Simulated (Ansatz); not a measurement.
## Defect calculation: B vacancy + As on the B site in zinc-blende BAs

Computed with PBE, PAW (plane waves to 420 eV; Ansatz, a first-principles code). The supercell holds 64 host sites (2×2×2 repeats of the unit cell), with a 2×2×2 shifted k-point sampling for the final energies. Sites at the start: the B site; B 3.40 Å away. Finite-size correction: monopole term and site-potential alignment. Dielectric constants: PBE linear response of the host. Host gap at this level: 1.20 eV. A cell of this size leaves errors of a few tenths of an eV. The semilocal functional narrows the gap, so deep levels can fall outside it. Spin–orbit coupling is left out. Each state is the lowest found from its start.

```
charge         moment (μB)  largest move off a lattice site (Å)  image correction with alignment (eV)  above the lowest spin state (eV)
------  ------------------  -----------------------------------  ------------------------------------  --------------------------------
+1†     not spin-polarised                                 0.50                                  0.24                              0.00
0†                quenched                                 0.58                                  0.00                              0.00
−1      not spin-polarised                                 0.61                                  0.07                              0.00
−1                     0.0                                 0.61                                  0.07                              0.00
```

† Not settled in this cell, so no level is given: charge +1: no spin-polarised start tried, level within 0.1 eV of a band edge or past it; charge 0: a level filled in part.

Starting moments that weren't kept: charge 0 began with 1 μB and ended with 0.0; charge −1 began with 2 μB and ended with 0.0.

Flagged in the runs: a strain field that reaches the edge of the cell.

All states together cost roughly 3 core-hours.
